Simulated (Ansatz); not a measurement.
A hypothetical phase is included: elements placed on a structure type, which no database files for this compound.

The decay constant κ of evanescent states in the gap governs leakage through a thin film.

Here is the system:

```xyz
6
Lattice="3.7447 0.0000 0.0000 0.0000 7.6484 1.8252 1.8723 0.6467 2.9349" Properties=species:S:1:pos:R:3 pbc="T T T"
B      3.7447     3.8242     0.9126
B      1.8723     1.9215     3.2391
B      0.0000     6.3737     1.5210
N      1.8723     0.6467     2.9349
N      0.0000     5.0989     1.2168
N      3.7447     2.5495     0.6084
```

The cell was relaxed by PBE-D3(BJ); by r2SCAN it stands under a pressure of -1.5 GPa.

Transport runs along the normal of the first two printed cell vectors.

No gap correction and no spin-orbit coupling; mid-gap is the computed energy nearest the middle.

### Question
Estimate the band gap and the smallest decay constant κ at mid-gap that r2SCAN in Ansatz (a quantum-chemistry and plane-wave program) returns for this system.

### Answer
Gap 3.43 eV on a 12×4×12 mesh; κ = 0.477 1/Å, at the zone centre.
